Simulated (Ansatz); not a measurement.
The starting structures come from a database of crystals and need not be the phases stable at ambient conditions.

Tunnelling through a barrier is set by its complex band structure: the current falls as exp(−2κd) with the smallest κ.

Given:

```yaml
crystal:
  lattice:
    - [6.92486, 0.14020, 0.24170]
    - [3.25390, 6.13442, -0.03535]
    - [3.33046, -1.79845, 5.80786]
  atoms:
    - { symbol: Ga, position: [0.07443, 0.76646, 0.84061] }
    - { symbol: Ga, position: [0.92557, 0.23354, 0.15939] }
    - { symbol: Cl, position: [0.62427, 0.56586, 0.19063] }
    - { symbol: Cl, position: [0.37573, 0.43414, 0.80937] }
    - { symbol: Cl, position: [0.23789, 0.00066, 0.76159] }
    - { symbol: Cl, position: [0.76211, 0.99934, 0.23841] }
    - { symbol: Cl, position: [0.87694, 0.79916, 0.67599] }
    - { symbol: Cl, position: [0.12306, 0.20084, 0.32401] }
```

Space group of this cell: P-1. The cell was relaxed by PBE-D3(BJ); by PBEsol its mean pressure is -0.6 GPa.

Transport runs along the normal of the first two printed cell vectors.

The gap is the functional's own. No spin-orbit coupling. Mid-gap values are interpolated on the energy grid.

Task: Predict the band gap and the smallest decay constant κ at mid-gap from PBEsol run with Ansatz (a first-principles code).

Result: Gap 3.91 eV on a 6×6×6 mesh; κ = 0.358 1/Å, at the zone centre.
